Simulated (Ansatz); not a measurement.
The starting structures come from a database of crystals and need not be the phases stable at ambient conditions.

The decay constant κ of evanescent states in the gap governs leakage through a thin film.

```yaml
crystal:
  lattice:
    - [4.03702, 0.00000, 0.00000]
    - [2.01851, 10.44585, -0.18923]
    - [2.01851, -4.36172, 10.61401]
  atoms:
    - { symbol: Cd, position: [0.19903, 0.15255, 0.44940] }
    - { symbol: Cd, position: [0.80097, 0.84745, 0.55060] }
    - { symbol: Sb, position: [0.73464, 0.31268, 0.21804] }
    - { symbol: Sb, position: [0.26536, 0.68732, 0.78196] }
    - { symbol: Sb, position: [0.38977, 0.31554, 0.90491] }
    - { symbol: Sb, position: [0.61023, 0.68446, 0.09509] }
    - { symbol: Se, position: [0.32832, 0.13316, 0.21021] }
    - { symbol: Se, position: [0.67168, 0.86684, 0.78979] }
    - { symbol: Se, position: [0.07009, 0.83010, 0.02971] }
    - { symbol: Se, position: [0.92991, 0.16990, 0.97029] }
    - { symbol: Se, position: [0.18144, 0.49606, 0.14106] }
    - { symbol: Se, position: [0.81856, 0.50394, 0.85894] }
    - { symbol: Br, position: [0.44437, 0.65645, 0.45481] }
    - { symbol: Br, position: [0.55563, 0.34355, 0.54519] }
    - { symbol: Br, position: [0.13544, 0.07856, 0.65057] }
    - { symbol: Br, position: [0.86456, 0.92144, 0.34943] }
```

Space group of this cell: C2/m. The cell was relaxed by PBE-D3(BJ); by PBEsol its mean pressure is -0.7 GPa.

Transport runs along the normal of the first two printed cell vectors.

No gap correction and no spin-orbit coupling; mid-gap values are interpolated between computed energies.

Q: Give the band gap and the smallest decay constant κ at mid-gap that PBEsol run with Ansatz (an electronic-structure program) yields.

A: Gap 0.98 eV on a 8×8×8 mesh; κ = 0.175 1/Å, at (0.000, 0.500) of the in-plane reciprocal vectors. At the zone centre, at the nearest computed energy, the slowest state has κ = 0.23 1/Å.
